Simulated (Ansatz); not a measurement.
## Zr in the hcp (Mg type) structure (space group P6_3/mmc, No. 194)

```
Zr
1.0
    3.18422     0.00000     0.00000
   -1.59211     2.75762     0.00000
    0.00000     0.00000     5.11671
Zr
2
Direct
  0.66667   0.33333   0.75000
  0.33333   0.66667   0.25000
```

The values are results of plane-wave PAW DFT at the PBEsol level (Ansatz, an electronic-structure program, 420 eV), scalar-relativistic without spin-orbit coupling, not measurements. Settings: 17×17×9 k-points, 0.05 eV Fermi–Dirac smearing.

The volume per atom comes out as 22.46 Å³, the density is 6.74 g/cm³ and the band gap is zero. The total energy comes out as -4128.636 eV/atom (σ→0; compares only within this code and set-up).

No phonon test of stability was made. The final runs are not spin-polarised.
